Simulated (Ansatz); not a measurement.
Structures of equal composition on the (111) surface of germanium (Ge plane on top): 2x2 Ge adatom at H3; 2x2 Ge adatom at T1; 2x2 Ge adatom at T4. The slabs share one bottom face, and each structure is named by its start. These are constructed structures in small cells; real faces may alloy, dewet or reconstruct in larger ones, and not all known structures of the face are among them. Slabs of about 13 Å, Fermi-Dirac smearing of 0.025 eV. Bottom of the slabs: H caps. Relaxed from the named starts with such symmetry as they have, on meshes of like density; energies extrapolated to zero smearing; spin only where a row says so; no spin-orbit coupling, no U. Brackets mark spin-polarised runs, whose order is one that fits the cell. Where a second, spin-polarised start was run, the lower counts.

The numbers are results of r2SCAN, at the PBE geometry (plane waves to 500 eV, PAW; Ansatz, a program for electronic structure), not measurements.

Task: Order them by energy per 1x1 cell (lowest first) at the level r2SCAN, at the PBE geometry.

Result: 2x2 Ge adatom at T4 (0.000 eV, a narrow gap of 0.09 eV by band count), 2x2 Ge adatom at H3 (0.066 eV, no gap on the mesh), 2x2 Ge adatom at T1 (0.549 eV, no gap on the mesh)
